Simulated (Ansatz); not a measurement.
Consider Cd vacancy in zinc-blende CdTe, charge state -2. The step: one Cd atom jumps into the vacancy from a nearby Cd site; the atom moves 4.48 Å along (0.00, 0.48, -0.48) of the unit cell; the moving atom starts with neighbours Te at 2.81, 2 Te at 2.90, Te at 2.91 Å and ends with Te at 2.81, 2 Te at 2.90, Te at 2.91 Å. A PBE band in Ansatz (plane-wave PAW, one k-point at (0.250, 0.250, 0.250), 64 host sites, 31 SCF runs with any check of the saddle's order, static, no finite-size correction) gives a forward barrier of 1.08 eV. The saddle point's order was not checked. The charge state is imposed; whether it is stable for some Fermi level was not computed. Forms of the defect that were not tried may lie lower.

Single points at the band's start and saddle point can refine it. Rough cost of one point, in units of the band's mean SCF on the same machine:

```csv
Level,Cost of one point
"PBE, a 2×2×2 k-point mesh shifted by half a step",about 4
"r2SCAN at 500 eV, one k-point at (0.250, 0.250, 0.250)",under 2
```

Q: Which of these move the barrier by more than 0.1 eV, and how far does each move it?

A: Not one does. PBE, a 2×2×2 k-point mesh shifted by half a step: 0.00 eV; r2SCAN at 500 eV, one k-point at (0.250, 0.250, 0.250): +0.01 eV. Each functional is compared with PBE at the same k-points.

Ansatz is a quantum-chemistry and plane-wave program.
